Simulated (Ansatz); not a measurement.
# BeTe: pressure series

Start from BeTe in the zinc blende structure (space group F-43m, No. 216; a = 5.664 Å).

Cell and atoms are relaxed at each pressure.

All numbers come from PBE (Ansatz, an electronic-structure program, PAW, no spin-orbit coupling).

Candidates:
(a) pressure −2 GPa
(b) pressure 22.5 GPa
(c) pressure −1 GPa

Before the change:

| Property | Result |
|---|---|
| Smallest direct gap | 3.64 eV |

**Question.** Order them by smallest direct gap, lowest first.

**Answer.** (b) pressure 22.5 GPa (3.36 eV), (a) pressure −2 GPa (3.43 eV), (c) pressure −1 GPa (3.57 eV)

With Te present, leaving out spin-orbit coupling can change the band edges. Load acts through the strain it causes; cell and atoms are relaxed under it. No phonon test of stability was made. Competing high-pressure phases were not computed.
